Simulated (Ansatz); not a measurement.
## HfN under a change: N → Br

Base system: HfN in the rock salt structure (space group Fm-3m, No. 225; a = 4.548 Å).

It is then changed as follows: full substitution N → Br, then cell and atoms are relaxed.

Method: Kohn–Sham DFT with the PBE functional, run in Ansatz (an electronic-structure program) with PAW and 420 eV plane waves, no spin-orbit coupling, earlier PAW set. Γ-centred 14×14×14 mesh, Fermi–Dirac width 0.05 eV, for the changed cell.

| quantity | base | changed | shift |
|---|---|---|---|
| volume per atom | 11.76 Å³ | 21.86 Å³ | +10.10 Å³ |
| density | 13.59 g/cm³ | 9.81 g/cm³ | -3.78 g/cm³ |
| lattice parameter a | 4.548 Å | 5.592 Å | +1.044 Å |
| shortest interatomic distance | 2.274 Å | 2.796 Å | +0.522 Å |
| band gap | zero | zero | – |

Whether these cells are dynamically stable was not tested. As relaxed here, HfBr is a hypothetical phase, not in the database extracts checked. The final runs are not spin-polarised. An odd electron count without spin: HfBr and HfN. HfBr has a high density of states at the Fermi level and may be magnetic at this level.
